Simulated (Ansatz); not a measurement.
System: MgV₂O₆ (C2/m, No. 12). Method: r²SCAN in Ansatz (plane waves, PAW).

Run with plane-wave cutoff 500 eV, 12×12×6 k mesh (along the axes of the cell as run), Fermi–Dirac smearing 0.05 eV, no spin polarisation, scalar-relativistic PAW data made under PBE.

Cell (relaxed at this level):

Space group C2/m (No. 12); a = 9.327 Å, b = 3.439 Å, c = 6.784 Å, α = 90.00°, β = 111.57°, γ = 90.00°

| atom | site | symmetry | x | y | z |
|---|---|---|---|---|---|
| Mg | 2c | 2/m | 0.5000 | 0.5000 | 0.5000 |
| V | 4i | m | 0.1953 | 0.0000 | 0.1597 |
| O | 4i | m | 0.1916 | 0.5000 | 0.0637 |
| O | 4i | m | 0.0417 | 0.0000 | 0.2267 |
| O | 4i | m | 0.3489 | 0.0000 | 0.3854 |
(The calculation used a cell of 9 atoms; values per cell refer to that cell.)

Question: Estimate the band gap that the calculation returns.

Answer: 
band gap: 3.01 eV (on the SCF k mesh)

Ansatz is a first-principles code.
